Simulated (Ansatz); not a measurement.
## CdTe: response to strain

Take CdTe in the zinc blende structure (space group F-43m, No. 216) as the base.

```
CdTe
1.0
    0.00000     3.27889     3.27889
    3.27889     0.00000     3.27889
    3.27889     3.27889     0.00000
Cd Te
1 1
Direct
  0.00000   0.00000   0.00000
  0.25000   0.25000   0.25000
```

Cartesian axes are those of the cell as printed.

Strains are applied to the cell and any free atomic positions relax.

The values are results of Kohn–Sham DFT with the r2SCAN functional, run in Ansatz (an electronic-structure program) with PAW and 500 eV plane waves, no SOC, not measurements.

Notes on the quantities. energy relative to the base: free energy F; pressure: mean of the normal stresses, compression positive.

```csv
case,band gap,electron mass,shortest interatomic distance,energy relative to the base,pressure
base,1.17 eV,0.090 mₑ (at Γ),2.840 Å,0 meV/atom,0.00 GPa
uniaxial strain ε_zz = +0.50 %,1.14 eV,0.089 mₑ (at Γ),2.844 Å,+0.2 meV/atom,-0.20 GPa
uniaxial strain ε_zz = +1.00 %,1.12 eV,0.088 mₑ (at Γ),2.849 Å,+0.6 meV/atom,-0.40 GPa
uniaxial strain ε_zz = +1.50 %,1.10 eV,0.088 mₑ (at Γ),2.854 Å,+1.3 meV/atom,-0.59 GPa
uniaxial strain ε_zz = +2.00 %,1.08 eV,0.087 mₑ (at Γ),2.859 Å,+2.3 meV/atom,-0.77 GPa
uniaxial strain ε_zz = +2.50 %,1.06 eV,0.086 mₑ (at Γ),2.863 Å,+3.5 meV/atom,-0.95 GPa
uniaxial strain ε_zz = +3.00 %,1.03 eV,0.085 mₑ (at Γ),2.868 Å,+5.0 meV/atom,-1.13 GPa
```

Spin-orbit coupling, missing from the scalar runs, can matter with Te. Effective masses come from finite differences of ±0.01 Å⁻¹. No phonon test of stability was made.
